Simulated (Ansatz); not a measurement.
Density of states of GaS (R-3m) below the valence band maximum, PBEsol+D3BJ with spin-orbit coupling, rigid bands (Ansatz, an electronic-structure program); cell volume 81.4 Å³.

(energy from edge (eV), 10⁻³ states/eV/cell): (0.006, 30.3); (0.031, 71.9); (0.056, 98.8); (0.081, 121); (0.106, 141); (0.131, 158); (0.156, 176); (0.181, 190); (0.206, 206); (0.231, 220); (0.256, 234); (0.281, 248); (0.319, 269); (0.344, 282); (0.369, 296); (0.394, 311); (0.419, 324); (0.444, 339); (0.469, 353); (0.494, 366); (0.519, 383); (0.544, 397); (0.569, 413); (0.594, 429)

Task: What effective density of states at 300 K does this give (∫ g(E) exp(−E/k_BT) dE, both spins, divided by the cell's size)?

Result: 1.9e19 cm⁻³, a density-of-states mass of 0.82 mₑ, valleys and band degeneracy included.

Geometry: cell and atoms relaxed with PBEsol+D3(BJ).

Computed structure with no diffraction record at hand here (it may be known, metastable or hypothetical): GaS (R-3m). PBEsol with a dispersion correction tends to overbind, so the cell can be several per cent short, in bad cases over ten, which usually narrows a gap: GaS (R-3m).
